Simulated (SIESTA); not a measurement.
A self-consistent single point of NiO (P1, 4 atoms in the cell) with SIESTA.

Method of the run: GGA PBE, numerical atomic orbitals DZP, PseudoDojo PBE standard norm-conserving potentials (rewritten from UPF to PSML) (SIESTA).

The change in words: lattice scaled by 0.98. Reference geometry:
```xyz
4
Lattice="4.1800 2.0900 2.0900 2.0900 4.1800 2.0900 2.0900 2.0900 4.1800" Properties=species:S:1:pos:R:3 pbc="T T T"
Ni    -0.0109    -0.0537     0.0062
Ni     4.2016     4.1954     4.1275
O      2.0561     2.0927     2.1299
O      6.2933     6.3055     6.2764
```
Moments meant for the start (each program seeds them in its own way; μB, in the order of the atoms Ni Ni O O): 2.0 -2.0 0.0 0.0.

Reference input (self-consistent single point, DFT, GGA PBE, numerical atomic orbitals DZP, PseudoDojo PBE standard norm-conserving potentials (rewritten from UPF to PSML)): XC.functional = GGA; XC.authors = PBE; potentials = PseudoDojo PBE standard; PAO.BasisSize = DZP; PAO.EnergyShift = 0.01 Ry; MeshCutoff = 400 Ry; kgrid.MonkhorstPack = 5 5 5; OccupationFunction = FD; ElectronicTemperature = 50 meV; Spin = polarized; DM.InitSpin = [1 +2.00, 2 -2.00, 3 +0.00, 4 +0.00]; MaxSCFIterations = 150. This run's input differs from it in these lines:

```diff
@@ -10,7 +10,7 @@
 %endblock ChemicalSpeciesLabel
-LatticeConstant              5.119434 Ang
+LatticeConstant              5.017045 Ang
 %block LatticeVectors
-     0.816496511    0.408248256    0.408248256
-     0.408248256    0.816496511    0.408248256
-     0.408248256    0.408248256    0.816496511
+     0.816496563    0.408248282    0.408248282
+     0.408248282    0.816496563    0.408248282
+     0.408248282    0.408248282    0.816496563
 %endblock LatticeVectors
@@ -18,6 +18,6 @@
 %block AtomicCoordinatesAndAtomicSpecies
-    -0.010947420   -0.053679560    0.006207300  1
-     4.201564620    4.195440920    4.127486660  1
-     2.056131550    2.092729540    2.129866750  2
-     6.293253340    6.305509100    6.276437200  2
+    -0.010728472   -0.052605969    0.006083154  1
+     4.117533328    4.111532102    4.044936927  1
+     2.015008919    2.050874949    2.087269415  2
+     6.167388273    6.179398918    6.150908456  2
 %endblock AtomicCoordinatesAndAtomicSpecies
```

The program printed (abridged):

```
        iscf     Eharris(eV)        E_KS(eV)     FreeEng(eV)     dDmax    Ef(eV) dHmax(eV)
   scf:    1    -9994.400806   -10014.363690   -10014.398914  0.688801 -0.602254 15.371479
     spin moment: {S} , |S| = {        0.0        0.0    0.01284 }     0.01284
   scf:    2   -10028.901555   -10022.367353   -10022.378616  0.155942 -1.522729  9.804075
     spin moment: {S} , |S| = {        0.0        0.0   -0.01892 }    -0.01892
   scf:    3   -10027.606217   -10026.814967   -10026.815463  0.119909 -2.897391  1.201804
     spin moment: {S} , |S| = {        0.0        0.0    0.00052 }     0.00052
   [... lines left out ...]
     spin moment: {S} , |S| = {        0.0        0.0   -0.00000 }    -0.00000
   scf:   16   -10026.904083   -10026.904083   -10026.904099  0.000022 -3.165813  0.000387
     spin moment: {S} , |S| = {        0.0        0.0   -0.00000 }    -0.00000
   scf:   17   -10026.904083   -10026.904083   -10026.904099  0.000020 -3.165737  0.000248
     spin moment: {S} , |S| = {        0.0        0.0   -0.00000 }    -0.00000
   scf:   18   -10026.904083   -10026.904083   -10026.904099  0.000009 -3.165701  0.000153
     spin moment: {S} , |S| = {        0.0        0.0   -0.00000 }    -0.00000
SCF Convergence by DM+H criterion
max |DM_out - DM_in|         :     0.0000091962
max |H_out - H_in|      (eV) :     0.0001531764
SCF cycle converged after 18 iterations

Using DM_out to compute the final energy and forces

siesta: E_KS(eV) =           -10026.9041

siesta: E_KS - E_eggbox =    -10026.9041

siesta: Atomic forces (eV/Ang):
     1    0.122779    0.677213    0.140731
     2   -0.432805   -0.149901    0.525502
     3    0.436479   -0.171722   -0.302083
     4   -0.117792   -0.355728   -0.367681
   Tot    0.008661   -0.000137   -0.003530
   Max    0.677213
   Res    0.361283    sqrt( Sum f_i^2 / 3N )
   Max    0.677213    constrained

Stress tensor Voigt[x,y,z,yz,xz,xy] (kbar):     -105.30     -112.80     -114.97        3.80        1.32        3.24
(Free)E + p*V (eV/cell)   -10024.5224
   [... lines left out ...]
siesta: FreeEng =    -10026.904099
siesta: Cell volume =         34.369806 Ang**3
siesta:         111.02390319        198.25205398  kBar
   [... lines left out ...]
              0.008   0.009   0.005   0.009   0.005

mulliken: Qtot =       24.000

Mulliken Atomic Populations:
Atom #   charge [q] valence [e]      Sz [e]  Species
     1     0.576420   17.423580    1.357211  Ni
     2     0.592584   17.407416   -1.355286  Ni
     3    -0.595378    6.595378    0.026526  O
     4    -0.573627    6.573627   -0.028455  O
 Total     0.000000               -0.000004
```

The run converged in 18 iterations. Against the reference run the free energy goes up by 10.9 meV/atom, the pressure goes from -4.30 to 11.10 GPa, the largest force goes from 0.530 to 0.702 eV/Å and the gap on the mesh hardly changes (0.875 to 0.878 eV).

The starting cell has typed, rounded lattice constants, without a prior relaxation at this level. Its atoms were displaced at random from the sites of space group no. 225. For this run, on top of that: lattice scaled by 0.98. The magnetic order is the one reached from the typed start; others were not searched systematically. Values carry the incompleteness of an atom-centred basis. With a pressure of about 11 GPa the cell is away from its equilibrium volume at this level.

Cost on one core of a shared machine: roughly 50 s.
